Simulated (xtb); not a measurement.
xtb 6.7.1, GFN1-xTB: Mg(OH)(amdMe)(OH2)2 (CC1[N](C)[Mg]([OH])(<-[OH2])(<-[OH2])<-[N]=1C), 24 atoms. The geometry is a generated start, not checked to be a minimum at this level.

```
Item                                                                                                           Result
------------------------  -------------------------------------------------------------------------------------------
method                                                                                                       GFN1-xTB
--acc                                                                                                     1 (default)
--etemp (K)                                                                                             300 (default)
detailed input (--input)  none: ANC optimiser, Lindh (1995) Hessian, microcycle=20, maxdispl=1.0, hlow=0.01 (default)
basis functions                                                                                                    68
valence electrons                                                                                                  60
```

```xyz
24

Mg    -0.2937     1.1932     0.2415
O      0.4481     2.7963     0.1110
H      1.2553     3.2993     0.0935
C      0.8972    -2.4328    -0.1384
C      0.4418    -1.0038    -0.0084
N      0.6411    -0.2979     1.0782
C      1.3170    -0.8395     2.2212
N     -0.2017    -0.3700    -0.9644
C     -0.5618    -1.0339    -2.1868
H      1.0903    -2.6875    -1.1767
H      0.1208    -3.0950     0.2453
H      1.8037    -2.5996     0.4369
H      1.3138    -0.0847     3.0059
H      0.8137    -1.7363     2.6056
H      2.3613    -1.0976     1.9986
H     -1.2494    -0.3968    -2.7422
H      0.3108    -1.2247    -2.8265
H     -1.0684    -1.9884    -2.0020
O     -1.7609     2.3027    -1.1776
H     -1.5974     1.9274    -2.0450
H     -0.9132     2.7342    -0.9365
O     -1.7077     1.8889     1.6135
H     -2.4322     2.1747     1.0501
H     -1.0288     2.5721     1.5031
```

The structure is relaxed from this start with --opt LEVEL for the levels crude, sloppy, loose, lax, normal, tight, vtight, extreme, once each. Up to the end of the extreme run atoms move by at most 1.3 Å along an axis.

Question: Choose the cheapest level whose final energy lies within 5 meV of that of extreme.

Answer: tight: 70 cycles against 94, ending 0.21 meV above.

```
level    cycles  energy above the extreme run (meV)  gradient norm (eV/Å)
-------  ------  ----------------------------------  --------------------
crude         6                                  50                  0.29
sloppy       14                                  17                  0.21
loose        16                                  13                  0.20
lax          21                                  10                 0.082
normal       26                                 9.2                 0.025
tight        70                                0.21                 0.013
vtight       94                          under 0.01                0.0012
extreme      94                                   —                0.0012
```
